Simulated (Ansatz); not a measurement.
The starting structures come from a database of crystals and need not be the phases stable at ambient conditions.

 Where the default PAW files enter, the runs use the earlier of Ansatz's two default sets.

Inside the gap of an insulator the Bloch states are evanescent, with a wavenumber k + iκ along the transport direction.

Here is the system:

```xyz
8
Lattice="5.3207 0.0000 0.0000 -2.6603 4.6078 0.0000 0.0000 0.0000 9.4701" Properties=species:S:1:pos:R:3 pbc="T T T"
Na     0.0000     3.0719     8.6860
Na     2.6603     1.5360     0.7841
Na     2.6603     1.5360     3.9509
Na     0.0000     3.0719     5.5192
Na     0.0000     0.0000     2.3675
Na     0.0000     0.0000     7.1026
Sb     2.6603     1.5360     7.1026
Sb     0.0000     3.0719     2.3675
```

Space group of this cell: P6_3/mmc. The cell is taken as given.

Transport runs along the normal of the first two printed cell vectors, the (001) plane of the conventional cell.

No gap correction and no spin-orbit coupling; mid-gap values are interpolated between computed energies.

Q: Predict the band gap and the smallest decay constant κ at mid-gap from Ansatz (a first-principles code) with PBEsol.

A: Gap 0.42 eV on a 12×12×4 mesh; κ = 0.053 1/Å, at the zone centre.
